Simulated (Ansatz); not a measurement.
## O interstitial started at a bond centre in metastable 2H silicon carbide

These are PBE, PAW (plane waves to 420 eV; Ansatz, a quantum-chemistry and plane-wave program) values and carry that method's errors. The supercell holds 96 host sites (3×2×2 repeats of the unit cell), with a 2×2×2 shifted k-point sampling for the final energies. Site at the start: bond centre of Si and C, 1.91 Å. Energies of charged states are corrected for periodic images (point charge plus alignment at distant sites). Dielectric constants: PBE linear response of the host. Host gap at this level: 2.31 eV. A cell of this size leaves errors of a few tenths of an eV. Levels are measured in PBE's own, too narrow, gap. Spin–orbit coupling is left out. Each state is the lowest found from its start.

Formation energies E_f are given with the Fermi level at the valence-band maximum. Chemical conditions: C-rich (Δμ(O) = -3.97 eV, bounded by alpha cristobalite; only phases computed here count, gases as isolated molecules at 0 K); Si-rich (Δμ(O) = -4.17 eV, bounded by alpha cristobalite; only phases computed here count, gases as isolated molecules at 0 K). Reference phases: O: O2 molecule in a box.

The name describes the start; the neighbours show where the added atom ended.

```
charge         moment (μB)  largest move off a lattice site (Å)  neighbours of the added atom at the end (Å)  image correction with alignment (eV)  E_f, C-rich (eV)  E_f, Si-rich (eV)  above the lowest spin state (eV)
------  ------------------  -----------------------------------  -------------------------------------------  ------------------------------------  ----------------  -----------------  --------------------------------
+1*               quenched                                 0.47             C 1.40, Si 1.63, Si 2.00, C 2.33                                     –                 –                  –                              0.00
0                      0.0                                 0.47             C 1.41, Si 1.62, Si 2.00, C 2.33                                  0.00              5.10               5.30                              0.00
0       not spin-polarised                                 0.47             C 1.41, Si 1.62, Si 2.00, C 2.33                                  0.00              5.10               5.30                              0.00
−1*                    1.0                                 0.47             C 1.42, Si 1.62, Si 2.00, C 2.33                                     –                 –                  –                              0.00
```

* At this level the carrier isn't localised at the defect: at charge +1 holes occupy the valence band; at charge −1 electrons occupy the conduction band. Such a state is shallow or no state of the defect, and this cell gives it no level.

Starting moments that weren't kept: charge +1 began with 1 μB and ended with 0.0; charge 0 began with 2 μB and ended with 0.0.

No other site or start that was run ended lower by more than 0.1 eV.

Flagged in the runs: a host whose relaxation on this sampling wasn't shown to rest.
